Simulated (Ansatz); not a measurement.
Start from GaAs in the zinc blende structure (space group F-43m, No. 216; a = 5.603 Å).

Computed with plane-wave PAW DFT at the LDA level (Ansatz, a first-principles code, 420 eV), no spin-orbit coupling.

Strains are applied to the cell and any free atomic positions relax.

One change was made to it. Results:

```tsv
quantity	base	after
energy relative to the base (free energy F)	0 meV/atom	+9.7 meV/atom
pressure	0.01 GPa	-2.97 GPa
```

Task: Name the change that was made.
(A) isotropic strain +3.00 %
(B) isotropic strain +1.50 %
(C) isotropic strain −2.00 %
(D) isotropic strain −3.00 %
(E) isotropic strain −2.50 %

Result: B, isotropic strain +1.50 %. For comparison, the energy relative to the base in the other runs: isotropic strain −2.50 % gives +32 meV/atom; isotropic strain −2.00 % gives +20 meV/atom; isotropic strain −3.00 % gives +46 meV/atom; isotropic strain +3.00 % gives +37 meV/atom.

The mesh was chosen for an insulator and is coarse for the gapless case. No phonon test of stability was made. All final runs are without spin polarisation.
